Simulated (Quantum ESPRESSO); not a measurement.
A self-consistent single point of Al2Pt (Fm-3m, 3 atoms in the cell) with Quantum ESPRESSO.

Level of theory: PBE, GBRV 1.5 ultrasoft (PBE) pseudopotentials (plane waves; Quantum ESPRESSO 7.5).

```
Al2Pt
1.0
   -2.91142     0.00000     2.91142
    0.00000     2.91142     2.91142
   -2.91142     2.91142     0.00000
Al Pt
2 1
Direct
  0.25000   0.25000   0.25000
  0.75000   0.75000   0.75000
  0.00000   0.00000   0.00000
```

Reference input (self-consistent single point, DFT, PBE, plane waves, GBRV 1.5 ultrasoft (PBE) pseudopotentials): ecutwfc = 40 Ry; ecutrho = 320 Ry; occupations = smearing; smearing = gauss; degauss = 0.0073499 Ry; potentials = {Al: al_pbe_v1.uspp.F.UPF, Pt: pt_pbe_v1.4.uspp.F.UPF}; K_POINTS = automatic 13 13 13 0 0 0; conv_thr = 1e-09 Ry; mixing_beta = 0.7. This run's input differs from it in these lines:

```diff
@@ -31,3 +31,3 @@
 K_POINTS automatic
-13 13 13  0 0 0
+6 6 6  0 0 0
```

Output, abridged:

```
     Self-consistent Calculation

     iteration #  1     ecut=    40.00 Ry     beta= 0.70

     negative rho (up, down):  1.652E-01 0.000E+00

     total energy              =    -222.97846103 Ry
     estimated scf accuracy    <       2.22253577 Ry

     iteration #  2     ecut=    40.00 Ry     beta= 0.70

     negative rho (up, down):  1.737E-01 0.000E+00

     total energy              =    -223.82427821 Ry
     estimated scf accuracy    <       3.79170551 Ry

     iteration #  3     ecut=    40.00 Ry     beta= 0.70

     negative rho (up, down):  1.733E-01 0.000E+00

     total energy              =    -224.27066746 Ry
     estimated scf accuracy    <       0.10628235 Ry

   [... 4 blocks of this kind left out ...]

     iteration #  8     ecut=    40.00 Ry     beta= 0.70

     negative rho (up, down):  1.734E-01 0.000E+00

     total energy              =    -224.29825945 Ry
     estimated scf accuracy    <       0.00000020 Ry

     iteration #  9     ecut=    40.00 Ry     beta= 0.70

     negative rho (up, down):  1.734E-01 0.000E+00
     End of self-consistent calculation

     the Fermi energy is    11.8296 ev

!    total energy              =    -224.29825949 Ry
     estimated scf accuracy    <          9.0E-10 Ry
     smearing contrib. (-TS)   =      -0.00023635 Ry
     internal energy E=F+TS    =    -224.29802314 Ry

     convergence has been achieved in   9 iterations

     negative rho (up, down):  1.734E-01 0.000E+00

     Forces acting on atoms (cartesian axes, Ry/au):

     atom    1 type  1   force =     0.00000000    0.00000000    0.00000000
   [... zero for the other atoms too ...]

     Total force =     0.000000     Total SCF correction =     0.000000

     negative rho (up, down):  1.734E-01 0.000E+00
          total   stress  (Ry/bohr**3)                   (kbar)     P=       89.19
   0.00060629  -0.00000000  -0.00000000           89.19       -0.00       -0.00
  -0.00000000   0.00060629   0.00000000           -0.00       89.19        0.00
  -0.00000000   0.00000000   0.00060629           -0.00        0.00       89.19

   JOB DONE.
```

The run converged in 9 iterations. Against the reference run the free energy drops by 3.7 meV/atom and the pressure hardly changes (8.93 to 8.92 GPa). The full log also holds: “c_bands:  1 eigenvalues not converged”.

The starting cell comes from a database of computed structures (which also holds hypothetical and non-ambient phases and stackings), without a prior relaxation at this level. Its lattice was rescaled by a random factor within 2.5 % of one. Spin-orbit coupling is off. Spin polarisation is off. With a pressure of about 9 GPa the cell is away from its equilibrium volume at this level.
